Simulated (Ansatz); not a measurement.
Consider HfN in the rock salt structure (space group Fm-3m, No. 225; a = 4.525 Å).

Calculations: DFT with r2SCAN, PAW potentials and a 500 eV plane-wave cutoff in Ansatz (a program for electronic structure), spin-orbit coupling left out.

One change was made to it. Results:

The density rises by 0.10 g/cm³ to 13.90 g/cm³; the shortest interatomic distance drops by 0.006 Å (2.263 Å → 2.257 Å).

### Question
Name the change that was made.
A. pressure 30 GPa
B. pressure 9 GPa
C. pressure 22.5 GPa
D. pressure 2.1 GPa
E. pressure 4.5 GPa

### Answer
D, pressure 2.1 GPa. For comparison, the density in the other runs: pressure 30 GPa gives 15.07 g/cm³; pressure 4.5 GPa gives 14.01 g/cm³; pressure 22.5 GPa gives 14.78 g/cm³; pressure 9 GPa gives 14.22 g/cm³.

Load acts through the strain it causes; cell and atoms are relaxed under it. Stability against distortions was not tested. No other phases were tried under pressure. All final runs are without spin polarisation. An odd electron count without spin: HfN.
